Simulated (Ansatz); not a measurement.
GaSb with two functionals, Sb → As

The reference is GaSb in the zinc blende structure (space group F-43m, No. 216; a = 6.2141 Å).

(Cell as relaxed with PBE.)

Levels (all Ansatz, a quantum-chemistry and plane-wave program, PAW, earlier PAW set): PBE (420 eV, no spin-orbit coupling); r2SCAN (500 eV, without spin-orbit coupling).

Each level relaxes its own structure.

```json
[
 {"base": "volume per atom", "PBE": "29.99 Å³", "r2SCAN": "28.84 Å³"},
 {"base": "lattice parameter a", "PBE": "6.214 Å", "r2SCAN": "6.134 Å"},
 {"base": "band gap", "PBE": "zero", "r2SCAN": "0.41 eV"}
]
```

One thing is altered: full substitution Sb → As, then cell and atoms are relaxed.

```
quantity                           PBE   r2SCAN
-----------------------------  -------  -------
band gap                       0.16 eV  0.97 eV
shortest interatomic distance  2.488 Å  2.453 Å
```

PBE's band gap lies 0.81 eV below r2SCAN's; PBE's shortest interatomic distance lies 0.035 Å above r2SCAN's (1.4 %). Neither level is exact; r2SCAN is the comparison here, not a measurement.

With Sb present, leaving out spin-orbit coupling can change the band edges. Whether these cells are dynamically stable was not tested. The final runs are not spin-polarised. The zero or small gap of GaAs and GaSb can change with the level of theory.
